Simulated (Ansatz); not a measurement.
Structures of equal composition on the (111) surface of fcc Ni, ferromagnetic: one row in 4 of the top plane missing; p(2x2), one Ni site of the top plane empty. The slabs share one bottom face, and each structure is named by its start. These are constructed structures in small cells; real faces may alloy, dewet or reconstruct in larger ones, and not all known structures of the face are among them. Slabs of about 10 Å with all that they carry, Fermi-Dirac smearing of 0.1 eV. Bottom of the slabs: a bare face, its two planes held. Relaxed from the named starts with such symmetry as they have, on meshes of like density; energies extrapolated to zero smearing; no spin-orbit coupling, no U. Spin-polarised runs, if any, are marked in brackets, and their order is one that fits the cell; the others ran without spin. Where a second, spin-polarised start was run, the lower counts. The cells differ, so small differences also carry the error of unlike k-meshes.

The numbers are results of PBE (plane waves to 420 eV, PAW; Ansatz, a first-principles code), not measurements.

Put the candidates in order of energy per 1x1 cell, lowest first, for PBE.

one row in 4 of the top plane missing (0.00 eV [spin, 15.2 μB a cell]), p(2x2), one Ni site of the top plane empty (0.08 eV [spin, 15.3 μB a cell])
